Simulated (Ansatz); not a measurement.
An Ansatz (an electronic-structure program) input (plane-wave PAW DFT at the r2SCAN level (Ansatz, 500 eV), spin-orbit coupling left out):

Ansatz 0.2 input:
```yaml
crystal:
  lattice:
    - [-2.0269912524, 2.0269912524, 2.3525793941]
    - [2.0269912524, -2.0269912524, 2.3525793941]
    - [2.0269912524, 2.0269912524, -2.3525793941]
  atoms:
    - { symbol: Tl, position: [0, 0, 0] }
    - { symbol: O, position: [0.75, 0.25, 0.5] }
    - { symbol: O, position: [0.25, 0.75, 0.5] }
basis: { ecutwfc: 500, ecutrho_ratio: 4, xc_grid: 4, fft_grid_basis: typed }
kpoints: { mp_grid: { grid: [16, 16, 16] } }
hamiltonian:
  xc: r2scan
  dispersion: none
  pseudopotentials: { kind: paw }
scf: { occupations: { method: fermi_dirac, width: 0.05 }, convergence: { dr2_threshold: 0.0000000003 } }
output: { forces: true, stress: true }
checkpoint: { write: state.ck, write_every: 1000 }
```

Problem. Which symmetry and how many k-points will the program report, and about how many plane waves at Γ?

Solution. Space group I4/mmm (ITA 139) with 16 operations, k-points 349 of 4096, and 993 plane waves at Γ.

Stability against distortions was not tested. The final runs are not spin-polarised. An odd electron count without spin: TlO2. The cell was made from ZrO2 by this change: Zr → Tl; the result is a hypothetical phase, not in the database extracts checked.
